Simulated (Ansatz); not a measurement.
# CsCl-type FeAl

Computed with PBE-D4 (Ansatz, an electronic-structure program, PAW).

Numerical settings: plane-wave cutoff 500 eV, 18×18×18 k mesh, Fermi–Dirac smearing 0.1 eV, no spin polarisation, scalar-relativistic PAW data made under PBE.

Cell (relaxed at this level):

```
CELL_PARAMETERS angstrom
      2.84338     0.00000     0.00000
      0.00000     2.84338     0.00000
      0.00000     0.00000     2.84338
ATOMIC_POSITIONS crystal
  Al 0.50000 0.50000 0.50000
  Fe 0.00000 0.00000 0.00000
```

```json
{
 "volume_per_atom": "11.49 Å³/atom",
 "lattice_parameter_a": "2.843 Å"
}
```

Measured, for comparison: equilibrium volume per atom 12.32 Å³/atom, lattice constant a 2.910 Å (room temperature, not corrected to a static lattice; as tabulated in Liu et al. (2023), doi:10.1107/s2414314623010659). Computed (rounded) less measured: equilibrium volume per atom -6.7 %, lattice constant a -2.3 %.

Static lattice: no zero-point or thermal effects.

Cost on a shared machine: around 19 core-seconds (rough).
